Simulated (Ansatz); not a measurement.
Take ZnS in the zinc blende structure (space group F-43m, No. 216) as the base.

```xyz
2
Lattice="0.0000 2.6946 2.6946 2.6946 0.0000 2.6946 2.6946 2.6946 0.0000" Properties=species:S:1:pos:R:3 pbc="T T T"
Zn     0.0000     0.0000     0.0000
S      1.3473     1.3473     1.3473
```

Cartesian axes are those of the cell as printed.

The values are results of r2SCAN (Ansatz, an electronic-structure program; PAW; 500 eV plane waves; no SOC), not measurements.

Before the change:

The gap character is direct at Γ and the electron mass comes out as 0.19 mₑ (at Γ). The valence-band top at Γ comes out as 0.00, 0.00, 0.00 eV.

Now apply this change: tensile biaxial strain of 1.25 % in the plane normal to [111], as in epitaxy on a mismatched substrate; the out-of-plane cell vector and the atoms relax.

**Question.** What happens to the gap character, energy relative to the base, electron mass, valence-band top at Γ and out-of-plane strain?

**Answer.** The gap character is still direct at Γ; the energy goes up by 3.0 meV/atom; the electron mass changes from 0.19 mₑ (at Γ) to 0.20 mₑ out of plane, 0.19 mₑ in plane (at Γ); the valence-band top at Γ (three highest levels, from the VBM) changes from 0.00, 0.00, 0.00 eV to 0.00, -0.10, -0.10 eV; the out-of-plane strain comes out as -0.76 %.

Effective masses come from finite differences of ±0.01 Å⁻¹. Stability against distortions was not tested. k-point labels follow each cell's own Brillouin zone.
